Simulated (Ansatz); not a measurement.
Consider Ca in the fcc (Cu type) structure (space group Fm-3m, No. 225; a = 5.4558 Å; relaxed with 0.1 eV smearing). Axes: x, y, z lie along the cube axes.

All numbers come from PBEsol (Ansatz, an electronic-structure program), without spin-orbit coupling.

Strains are applied to the cell and any free atomic positions relax; under stress the whole cell relaxes.

One change was made to it. Results:

```tsv
quantity	base	after
band gap	zero	zero
energy relative to the base (free energy F)	0 meV/atom	+0.3 meV/atom
```

Question: Name the change that was made.
A. uniaxial stress, 2 GPa tension along z
B. isotropic strain −3.17 %
C. isotropic strain −0.35 %

Answer: C, isotropic strain −0.35 %. For comparison, the energy relative to the base in the other runs: isotropic strain −3.17 % gives +22 meV/atom; uniaxial stress, 2 GPa tension along z gives +26 meV/atom.

Stability under load was not tested beyond the relaxation.
